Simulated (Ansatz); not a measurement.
## Effect of tensor shear ε_xy = −0.95 % on LaB6

Start from LaB₆ (space group Pm-3m, No. 221; a = 4.130 Å). Axes: x, y, z lie along the cube axes.

The change: a pure shear with ε_xy = ε_yx = -0.0095; the atoms relax in the strained cell.

All numbers come from PBEsol (Ansatz, an electronic-structure program, PAW, no SOC). Settings: 11×11×11 k-points, 0.05 eV Fermi–Dirac smearing.

The energy goes up by 1.1 meV/atom and the pressure (mean of the normal stresses, compression positive) stays 0.0 GPa. The band gap stays zero and the stress (xx, yy, zz, yz, xz, xy; compression positive) is (0.0, 0.0, 0.0, 0.0, 0.0, 1.8) GPa (rough).

Without a gap, meshes like the base's 11×11×11 leave anisotropic stresses uncertain by several tenths of a GPa, and small strain energies with them. Whether these cells are dynamically stable was not tested. All final runs are without spin polarisation. An odd electron count without spin: LaB6.
